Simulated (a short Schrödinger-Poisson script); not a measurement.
Structure: single Ge/Si0.15Ge0.85 quantum well.

```
layer      material  thickness (nm)
-----  ------------  --------------
1      Si0.15Ge0.85              20
2                Ge               8
3      Si0.15Ge0.85              20
```

The device is made up for the run: typed textbook-type constants, with dimensions and the other settings drawn at random. Ge: direct gap (eV) 0.88, conduction-band edge (eV) 0, electron mass (mₑ) 0.041, heavy-hole mass 0.21, light-hole mass 0.046. Si0.15Ge0.85: direct gap (eV) 1.36, conduction-band edge (eV) 0.4, electron mass (mₑ) 0.053, heavy-hole mass 0.24, light-hole mass 0.06.

The valence-band edge of each layer lies one gap below its conduction-band edge. The electron's potential energy rises along the stack by the applied field. Mesh 0.03 nm at interfaces.

Q: Estimate e1 and hh1 for infinitely high walls at zero field, and compare with the finite well.

A: ħ²π²/(2mL²) gives 143.3 meV for the electron and 28.0 meV for the heavy hole. The finite well gives 69.2 and 14.0 meV, 0.48 and 0.50 of the estimates, as the states reach into the barriers (5 % of e1 lies outside the well).

From a short Schrödinger-Poisson script (our own, NumPy): one-band effective-mass equation with BenDaniel-Duke matching, electrons, heavy and light holes apart, hard walls at the outer ends, one valence edge for both holes (no strain splitting), no charge, excitons, band mixing or non-parabolicity; under a field the levels are quasi-bound states of a box, listed while three quarters of their weight lies within 4 nm of the wells.
